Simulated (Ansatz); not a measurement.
System: bcc Ca (high-temperature phase). Method: BLYP (Ansatz, a quantum-chemistry and plane-wave program, PAW).

Numerical settings: plane-wave cutoff 520 eV, 18×18×18 k mesh, Fermi–Dirac smearing 0.05 eV, scalar-relativistic PAW data made under PBE.

Energies at three volumes about the minimum:

| V (Å³/atom) | E − E_lowest (meV/atom) |
|---|---|
| 41.366 | 0.82 |
| 42.210 | 0.00 |
| 43.054 | 0.77 |

Question: Fit a parabola by hand: where is the minimum, what lattice constant follows, and what is the bulk modulus?

Answer: Slopes: (0.00 − 0.82)/(42.210 − 41.366) = -0.972 and (0.77 − 0.00)/(43.054 − 42.210) = 0.912 meV/Å³. Curvature E″ = 2 × (0.912 − (-0.972))/(43.054 − 41.366) = 2.232 meV/Å⁶. From the middle of the first interval, the slope vanishes at V0 = 41.7880 − (-0.972)/2.232 = 42.223 Å³/atom. B = V0 E″ = 42.223 × 2.232 meV/Å³ × 0.1602 GPa per meV/Å³ = 15.1 GPa. With 2 atoms in the cube, a = (2 × 42.223)^(1/3) = 4.387 Å. The full Birch–Murnaghan fit to all volumes gives V0 = 42.212 Å³/atom and B0 = 15.1 GPa.

Note: symmetry holds this phase in the static calculation, where it need not be a minimum.
